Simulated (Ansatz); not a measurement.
# A constructed model of the (0001) surface of hcp Zr, a pseudomorphic layer of Nb in the host's stacking (bottom of the slab: a bare face, its two planes held)

Level of theory: PBE (plane waves to 420 eV, PAW; Ansatz, a first-principles code).

Set-up: 7 atoms, 15.9 Å thick at the start; mesh 13x13x1; 0.1 eV smearing; dipole correction on; 2 atoms held, the rest relaxed; symmetry of the start imposed; no spin, no spin-orbit, no U. It is one candidate, not shown to be the stable structure of the face.

* **work function of the top face**: 4.27 eV
* **energy released by relaxation**: 0.59 eV
* **cost**: around 2.6 core-minutes (rough)
